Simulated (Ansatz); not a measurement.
**What O on a Hf site (antisite), symmetric start does to HfO2**

Start from a 24-atom supercell of HfO₂ (space group P4_2/nmc, No. 137; a = 3.567 Å, c = 5.166 Å) at its relaxed geometry.

Now apply this change: one Hf atom is replaced by O, atoms relaxed at fixed cell.

Method: PBEsol (Ansatz, an electronic-structure program, PAW, no spin-orbit coupling). Γ-centred 5×5×5 mesh, Fermi–Dirac width 0.01 eV.

The pressure goes from zero to -4.2 GPa and the gap of the supercell shrinks by 3.33 eV, from 4.57 eV to 1.24 eV. The energy gained by relaxation is 2.21 eV and the largest displacement of a host atom from its site in the perfect cell is 0.33 Å. The mean distance from the defect site to its nearest host atoms drops by 0.25 Å to 1.81 Å.

The magnetic state is the one reached from the starting moments; the real material's order can differ, and small cells can't hold many antiferromagnetic ones. The cell is small, so the values are those of an ordered compound at a high defect concentration; dilute-limit values will differ. The defect started on the symmetric site and kept its symmetry, so it may sit on a saddle. Spin-orbit coupling, missing from the scalar runs, can matter with Hf. Seeded moments were not kept for O on a Hf site (antisite). The defect cell is spin-polarised and ends with 0.0 μB. This is not the structure that HfO2 has at room temperature and ambient pressure.
